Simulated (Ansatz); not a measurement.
TiC (model structure, started from the CsCl type, Pm-3m, No. 221, 2 atoms in the cell)

Computed with PBEsol (PAW; Ansatz, a program for electronic structure).

Numerical settings: plane-wave cutoff 520 eV, 20×20×20 k mesh, Fermi–Dirac smearing 0.05 eV, no spin polarisation, scalar-relativistic PAW data made under PBE.

Cell (relaxed at this level):

```
TiC
1.0
    2.68185     0.00000     0.00000
    0.00000     2.68185     0.00000
    0.00000     0.00000     2.68185
Ti C
1 1
Direct
  0.00000   0.00000   0.00000
  0.50000   0.50000   0.50000
```

```json
{
 "bulk modulus B0": "236 GPa"
}
```

Note: the bulk modulus is −V dP/dV from two relaxed cells at ±2 % in volume; the relaxation could raise the start's symmetry but not lower it, so the cell can be a saddle point.

The computed numbers hold no vibrational or temperature effects.

A model structure was made by putting elements into a prototype or built by hand; it is no filed structure, need not be a known phase, and can be a saddle point held by its symmetry.
